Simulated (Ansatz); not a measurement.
# InSb: response to strain

Start from InSb in the zinc blende structure (space group F-43m, No. 216; a = 6.556 Å).

Strains are applied to the cell and any free atomic positions relax.

Method: DFT with r2SCAN, PAW potentials and a 500 eV plane-wave cutoff in Ansatz (a first-principles code), without spin-orbit coupling.

```csv
isotropic strain (%),pressure (GPa)
-3,4.9
-2.5,4.0
-2,3.0
-1.5,2.2
-1,1.4
-0.5,?
0,0.0
```

Task: Fit P = P₀ − Bδ + Cδ² with δ = (1 + ε)³ − 1 to the rows shown and predict the withheld row.

Result: Least squares on the printed values gives P₀ = 0.0 GPa, B = 42.3 GPa, C = 160 GPa (largest residual 0.0 GPa); this predicts 0.7 GPa, and the run gives 0.7 GPa, in agreement.

Stability against distortions was not tested. All final runs are without spin polarisation.
